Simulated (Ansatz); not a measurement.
Inside the gap of an insulator the Bloch states are evanescent, with a wavenumber k + iκ along the transport direction.

Data:

```
ZnS
1.0
    3.80945     0.00000     0.00000
    0.00000     3.80945     0.00000
    1.90472     1.90472     2.69368
Zn S
1 1
Direct
  0.00000   0.00000   0.00000
  0.75000   0.25000   0.50000
```

The cell is taken as given; by PBEsol it stands under a pressure of -1.3 GPa.

Transport runs along the normal of the first two printed cell vectors, the (001) plane of the conventional cell.

The gap is the functional's own, uncorrected, and κ follows it; spin-orbit coupling is left out. Mid-gap means the computed energy nearest the middle.

Question: State the band gap and the smallest decay constant κ at mid-gap according to Ansatz (a program for electronic structure) with PBEsol.

Answer: Gap 2.01 eV on a 12×12×12 mesh; κ = 0.149 1/Å, at the zone centre.
